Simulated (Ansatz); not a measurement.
Take MgS in the rock salt structure (space group Fm-3m, No. 225; a = 5.182 Å) as the base.

Levels (all Ansatz, a first-principles code, PAW): PBEsol (420 eV, no spin-orbit coupling); HSE06 (420 eV, without spin-orbit coupling).

Its gap is 2.73 eV with PBEsol and 3.83 eV with HSE06.

One thing is altered: a fraction x = 0.75 of the S sites is given to O, ordered in a cell of 8 atoms (starting symmetry I4/mmm) and fully relaxed.

With PBEsol the gap becomes 3.82 eV.

Q: If the HSE06 correction stayed the same, what would the HSE06 gap be, and what does the HSE06 run give?

A: A rigid correction of +1.10 eV gives 4.92 eV. The HSE06 run gives 5.43 eV, so the correction itself changes by +0.51 eV.

Single points use the geometry relaxed with PBEsol. HSE06 gaps are upper bounds (no full band path). These are small ordered cells, not random alloys; other orderings at the same x differ. Stability against distortions was not tested.
